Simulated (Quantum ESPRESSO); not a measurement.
Troubleshooting Quantum ESPRESSO: a failed run on Rb (Im-3m, 1 atom in the cell). The aim is a zone-centre phonon calculation with DFT, PBE, plane waves, PSlibrary PAW (PBE, semicore) pseudopotentials.

The self-consistent step had converged with these keywords: prefix = scf; ecutwfc = 40 Ry; ecutrho = 280 Ry; occupations = smearing; smearing = fermi-dirac; degauss = 0.0073499 Ry; potentials = {Rb: Rb.pbe-spn-kjpaw_psl.1.0.0.UPF}; K_POINTS = automatic 6 6 6 0 0 0; conv_thr = 1e-09 Ry; mixing_beta = 0.7. The next shown step is ph.x.

Input as run:

```fortran
phonons at the zone centre
&inputph
   prefix = 'scf'
   outdir = './work'
   tr2_ph = 1.0d-14
   fildyn = 'dyn.G'
   niter_ph = 3
/
0.0 0.0 0.0
```

The program printed (abridged):

```
     Representation #   1 modes #   1   2   3

     Self-consistent Calculation

      iter #   1   av.it.:   5.6
      thresh= 1.000E-02 alpha_mix =  0.700 |ddv_scf|^2 =  1.560E-07

      iter #   2   av.it.:  10.2
      thresh= 3.950E-05 alpha_mix =  0.700 |ddv_scf|^2 =  1.152E-08

      iter #   3   av.it.:  10.0
      thresh= 1.074E-05 alpha_mix =  0.700 |ddv_scf|^2 =  3.248E-10
     End of self-consistent calculation

     No convergence has been achieved
   JOB DONE.
STOP 1
```

Problem. Diagnose the run.

Solution. The fault is an iteration limit that is too low. The loop is cut before its threshold is met, so whatever is printed at the end is not self-consistent. To fix it, raise the limit, or leave it to the default. The run ended unconverged in one of its stages.

On the sound input: the starting cell has typed, rounded lattice constants, without a prior relaxation at this level. Its lattice was rescaled by a random factor within 2.5 % of one.
